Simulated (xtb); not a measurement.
xtb 6.7.1, GFN2-xTB: Zr(OMe)2(Me)(OSiH3) (C[O][Zr]([CH3])([O]C)[O][SiH3]), 20 atoms. The geometry is a generated start, not checked to be a minimum at this level.

| Quantity | Result |
|---|---|
| run flags | --grad |
| method | GFN2-xTB |
| --acc | 1 (default) |
| --etemp (K) | 300 (default) |
| basis functions | 56 |
| valence electrons | 50 |

```xyz
20

Zr    -0.4644     0.4796     0.1098
O     -0.7521    -1.3374     0.5540
C      0.0439    -1.7398     1.6293
H      0.3523    -0.8675     2.2479
H     -0.5170    -2.4406     2.2658
H      0.9497    -2.2566     1.2682
O     -1.3256     0.9987    -1.4891
C     -0.9713     0.1568    -2.5506
H     -0.9331    -0.9100    -2.2244
H     -1.7241     0.2426    -3.3496
H      0.0108     0.4497    -2.9753
C     -1.4774     1.5972     1.7510
H     -0.7587     2.0010     2.4854
H     -2.1631     0.9236     2.2918
H     -2.0764     2.4393     1.3695
O      1.4144     0.9530     0.2241
Si     2.3724     0.0536    -0.6825
H      3.4853    -0.4626     0.1402
H      2.9204     0.8485    -1.8060
H      1.6140    -1.1291    -1.2596
```

Charge 0 and multiplicity 1 are set for this test and not shown to be the ground state.

One run each on 1 thread. Values of broydamp tried: 0.02, 0.05, 0.1, 0.2, 0.4 (default), 0.6, 0.8, 1.

Q: Predict the course of the SCC iterations along this series.

A: Fewest SCC iterations, within one of each other: 0.4 (default) with 13, 0.6 with 13. The count rises to 22 at 0.02. All converge to one solution.

```json
[
 {"broydamp": "0.02", "SCC iterations": "22", "end": "same solution"},
 {"broydamp": "0.05", "SCC iterations": "19", "end": "same solution"},
 {"broydamp": "0.1", "SCC iterations": "18", "end": "same solution"},
 {"broydamp": "0.2", "SCC iterations": "15", "end": "same solution"},
 {"broydamp": "0.4 (default)", "SCC iterations": "13", "end": "same solution"},
 {"broydamp": "0.6", "SCC iterations": "13", "end": "same solution"},
 {"broydamp": "0.8", "SCC iterations": "15", "end": "same solution"},
 {"broydamp": "1", "SCC iterations": "16", "end": "same solution"}
]
```
